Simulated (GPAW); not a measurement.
**Pressure against volume in hcp Cd (space group 194) (GPAW, LDA)**

```
Cd
1.0
    2.81996     0.00000     0.00000
   -1.40998     2.44215     0.00000
    0.00000     0.00000     5.31817
Cd
2
Direct
  0.66667   0.33333   0.75000
  0.33333   0.66667   0.25000
```

Method of the run: LDA (Perdew-Wang 92), GPAW PAW datasets LDA (gpaw-data 1.0.1) (plane waves; GPAW). Settings: mode = pw; ecut = 585 eV; xc = LDA; kpts = 26 26 12; mesh shift (steps) = 0 0 0; occupations.name = fermi-dirac; occupations.width = 0.05 eV; nbands = -6; convergence.density = 1e-06 e/electron; convergence.energy = 1e-06 eV/electron; symmetry.symmorphic = false; symmetry.tolerance = 0.0005; maxiter = 150. The cell above is the first row's. The rows scale it uniformly. In all rows fractional positions and the k mesh are held.

| V (Å^3/atom) | P (GPa) |
|---|---|
| 18.3125 | ? |
| 18.7106 | 5.53 |
| 19.1087 | 3.42 |
| 19.5068 | 1.57 |
| 19.9049 | -0.05 |
| 20.3030 | -1.46 |
| 20.7011 | -2.70 |
| 21.0992 | -3.77 |
| 21.4973 | -4.70 |

Fit P of the 8 rows that show it with a cubic. With u = V - 20.1, the rows have u = -1.3894, -0.9913, -0.5932, -0.1951, 0.2030, 0.6011, 0.9992, 1.3973. Least squares gives P = -0.768 - 3.5562·u + 0.6167·u² - 0.0616·u³. Residuals (row less fit): 0.001, -0.003, -0.001, 0.000, 0.005, -0.004, -0.003, 0.001; standard error 0.004 (degrees of freedom: 4). The fitted pressure is zero at V0 = 19.89, where dP/dV = -3.821, so B0 = -V0·dP/dV = 76.0 GPa.

Problem. Predict the withheld P at V = 18.3125 from the fit, and compare with the calculation.

Solution. u = -1.7875, so P = -0.768 - 3.5562 × (-1.7875) + 0.6167 × (-1.7875)² - 0.0616 × (-1.7875)³ = 7.911 GPa. The calculation gives 7.94 GPa, 0.029 GPa above the prediction (0.2 % of the range of P in the table). The row lies outside the fitted rows, so this is an extrapolation. From the scatter of the fitted rows alone, a prediction at this place has a standard error of 0.011 GPa, so the miss is 2.7 times that.

Carrying the step between the two nearest rows on in a straight line would have given 7.64, off by 0.30; series whose last step already gives the withheld value aren't shown. The reference cell has the volume at which an earlier scan in this program and functional put its minimum by a fit; axis ratios and inner coordinates come from a measured-size cell. The runs keep the symmetry of the cell, so they don't test it for distortions. The shape of the cell and the inner coordinates aren't relaxed, so V0 and B0 belong to this uniform scaling; a relaxed crystal lies no higher in energy and is usually softer. Cutoffs and mesh are single choices, not tested for convergence of this quantity. Series with a scatter that would blur these digits, or in which a gap closes, are not shown.
